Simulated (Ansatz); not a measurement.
Cubic perovskite SrVO3 was calculated with r²SCAN+rVV10 in Ansatz (PAW).

Input:

Ansatz 0.2 input:
```yaml
crystal:
  lattice:
    - [3.7662567182, 0.0, 0.0]
    - [0.0, 3.7662567182, 0.0]
    - [0.0, 0.0, 3.7662567182]
  atoms:
    - { symbol: Sr, position: [0.0, 0.0, 0.0] }
    - { symbol: V, position: [0.5, 0.5, 0.5] }
    - { symbol: O, position: [0.5, 0.0, 0.5] }
    - { symbol: O, position: [0.0, 0.5, 0.5] }
    - { symbol: O, position: [0.5, 0.5, 0.0] }
basis:
  ecutwfc: 560
  ecutrho_ratio: 4
  xc_grid: 3
kpoints:
  mp_grid: { grid: [14, 14, 14] }
hamiltonian:
  xc: r2scan
  dispersion: rvv10
  pseudopotentials: { kind: paw }
scf:
  occupations: { method: fermi_dirac, width: 0.05 }
  convergence: { dr2_threshold: 0.0000000005 }
output:
  forces: true
  stress: true
  eigenvalues: true
```

Task: How many irreducible k-points, plane waves at Γ does the program set up, and what pressure does the run end with?

Result: 120 irreducible k-points, 1575 plane waves at Γ; P = 9.26 GPa, so the cell is compressed on average and its volume would grow at this level.

Excerpt of the program's output:

```
Crystal: 5 atoms, lattice volume = 53.423 Å³
Basis set: ecut = 560 eV, 1575 PW (Γ), exchange–correlation on 90×90×90 points (27 copies of the dense FFT grid, shifted against one another)
Bands: 26, of which v1, the nominal top of the filled ones, is band 21 counted from 1 (20 counted from 0)
Symmetry: 48 space group operations
Space group: Pm-3m (ITA 221), of the structure as read, at distance tolerance 3.8e-5 Å
k-points: 120 of 2744
Functional: x = r2scan, c = r2scan + rvv10(b = 11.95, C = 0.0093); τ floored in thin density (d = 2e-4 eV/Å³)
SCF iter   1: F=—  HF=-8182.154152 eV  |F-HF|=—  |Δ(HF+E_count)|=         —  Δρ=2.02e-2  dr2=2.39e-1  dr2_τ=2.66e-1
SCF iter   2: F=—  HF=-8182.316638 eV  |F-HF|=—  |Δ(HF+E_count)|=   1.62e-1  Δρ=7.66e-3  dr2=1.19e-2  dr2_τ=6.88e-3
  ...
SCF iter   9: F=—  HF=-8182.316683 eV  |F-HF|=—  |Δ(HF+E_count)|=   1.03e-8  Δρ=1.59e-6  dr2=1.56e-9  dr2_τ=5.70e-11
SCF iter  10: F=-8182.316683 eV  HF=-8182.316683 eV  |F-HF|=6.64e-11  |Δ(HF+E_count)|=  2.03e-10  Δρ=3.67e-7  dr2=9.17e-11  dr2_τ=7.91e-12
SCF 1 converged in 10 iterations: F = -8182.316683 eV  dr2 = 9.17e-11
SCF converged after 10 iterations
Free energy (F): -8182.316683 eV
Internal energy: -8182.301024 eV  (E = F + TS)
E sigma→0 (E₀):  -8182.308854 eV
Fermi energy:    13.505988 eV
--- Forces (eV/Å), atoms counted from 1 ---
  atom   1  Sr    -0.00000000    -0.00000000    -0.00000000
  atom   2  V      0.00000000    -0.00000000     0.00000000
  atom   3  O      0.00000000    -0.00000000     0.00000000
  atom   4  O      0.00000000     0.00000000    -0.00000000
  atom   5  O      0.00000000    -0.00000000     0.00000000
--- Stress (GPa, compression-positive) ---
        9.257240      -0.000000       0.000000
        0.000000       9.257240       0.000000
        0.000000       0.000000       9.257240
  P = ⅓ Tr σ = 9.2572 GPa (92.572 kbar)
```

The cell is one volume of an energy–volume scan, off the minimum.

The PAW data were made under PBE.

Computing time: about 13 core-seconds (a rough figure).

Ansatz is a quantum-chemistry and plane-wave program.
